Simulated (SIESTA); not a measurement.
A self-consistent single point of AlCr₂C (P6_3/mmc, 8 atoms in the cell) with SIESTA.

Method of the run: LDA PW92, numerical atomic orbitals DZP, PseudoDojo LDA standard norm-conserving potentials (rewritten from UPF to PSML) in SIESTA.

```yaml
crystal:
  lattice:
    - [2.82510, 0.00000, 0.00000]
    - [-1.41255, 2.44661, 0.00000]
    - [0.00000, 0.00000, 12.60137]
  atoms:
    - { symbol: Al, position: [0.66667, 0.33333, 0.25000] }
    - { symbol: Al, position: [0.33333, 0.66667, 0.75000] }
    - { symbol: Cr, position: [0.33333, 0.66667, 0.41494] }
    - { symbol: Cr, position: [0.66667, 0.33333, 0.58506] }
    - { symbol: Cr, position: [0.66667, 0.33333, 0.91494] }
    - { symbol: Cr, position: [0.33333, 0.66667, 0.08506] }
    - { symbol: C, position: [0.00000, 0.00000, 0.50000] }
    - { symbol: C, position: [0.00000, 0.00000, 0.00000] }
```

Reference input (self-consistent single point, DFT, GGA PBE, numerical atomic orbitals DZP, PseudoDojo PBE standard norm-conserving potentials (rewritten from UPF to PSML)): XC.functional = GGA; XC.authors = PBE; potentials = PseudoDojo PBE standard; PAO.BasisSize = DZP; PAO.EnergyShift = 0.01 Ry; MeshCutoff = 300 Ry; kgrid.MonkhorstPack = 9 9 2; OccupationFunction = FD; ElectronicTemperature = 1578.21 K; MaxSCFIterations = 150; SCF.Mixer.Method = Pulay; SCF.Mixer.Weight = 0.1. This run's input differs from it in these lines:

```diff
@@ -1,2 +1,2 @@
-# files in the folder: Al.psml Cr.psml C.psml (PseudoDojo PBE standard)
+# files in the folder: Al.psml Cr.psml C.psml (PseudoDojo LDA standard)
 SystemName  AlCr2C
@@ -29,4 +29,4 @@
 
-XC.functional                GGA
-XC.authors                   PBE
+XC.functional                LDA
+XC.authors                   PW92
 PAO.BasisSize                DZP
```

Output, abridged:

```
        iscf     Eharris(eV)        E_KS(eV)     FreeEng(eV)     dDmax    Ef(eV) dHmax(eV)
   scf:    1    -9689.026940   -10006.387211   -10006.643184  1.254276 -0.802874 33.468144
   scf:    2   -10163.442420   -10099.988308   -10100.383073  0.264527 -2.280289 16.276691
   scf:    3   -10148.040690   -10130.525226   -10130.896308  0.128315 -3.593086  4.903266
   scf:    4   -10136.706847   -10135.373620   -10135.767405  0.113890 -4.225637  0.992735
   scf:    5   -10132.527502   -10134.553884   -10134.982779  0.184421 -4.433682  3.314581
   [... 9 lines left out ...]
   scf:   15   -10135.593603   -10135.593612   -10136.005050  0.000050 -4.420137  0.001704
   scf:   16   -10135.593610   -10135.593611   -10136.005050  0.000010 -4.420140  0.001493
   scf:   17   -10135.593596   -10135.593604   -10136.005051  0.000183 -4.420136  0.000345
   scf:   18   -10135.593611   -10135.593607   -10136.005051  0.000014 -4.420107  0.000245
SCF Convergence by DM+H criterion
max |DM_out - DM_in|         :     0.0000140275
max |H_out - H_in|      (eV) :     0.0002445984
SCF cycle converged after 18 iterations

Using DM_out to compute the final energy and forces

siesta: E_KS(eV) =           -10135.5936

siesta: E_KS - E_eggbox =    -10135.5936

siesta: Atomic forces (eV/Ang):
     1   -0.000007    0.000004   -0.000001
     2    0.000007   -0.000004   -0.000002
     3    0.000014   -0.000008    0.394105
     4   -0.000014    0.000008   -0.394117
     5   -0.000014    0.000008    0.394105
     6    0.000014   -0.000008   -0.394110
     7   -0.000000   -0.000000    0.000090
     8    0.000000    0.000000   -0.000069
   Tot    0.000000    0.000000   -0.000000
   Max    0.394117
   Res    0.160894    sqrt( Sum f_i^2 / 3N )
   Max    0.394117    constrained

   [... lines left out ...]
siesta: FreeEng =    -10136.005051
   [... lines left out ...]
siesta:     0.062865    0.000000    0.000000
siesta:     0.000000    0.062865   -0.000000
siesta:     0.000000   -0.000000    0.056666

siesta: Cell volume =         87.099564 Ang**3

siesta: Pressure (static):
siesta:                Solid            Molecule  Units
siesta:          -0.00066218         -0.00079877  Ry/Bohr**3
siesta:          -0.06079847         -0.07333937  eV/Ang**3
siesta:         -97.40988707       -117.50261920  kBar
```

The run converged in 18 iterations. Against the reference run the pressure goes from 2.16 to -9.74 GPa and the largest force goes from 0.025 to 0.394 eV/Å.

The starting cell comes from a database of computed structures (which also holds hypothetical and non-ambient phases and stackings), without a prior relaxation at this level. Spin polarisation is off. Values carry the incompleteness of an atom-centred basis. With a pressure of about -10 GPa the cell is away from its equilibrium volume at this level.

Cost on one core of a shared machine: roughly 2 min.
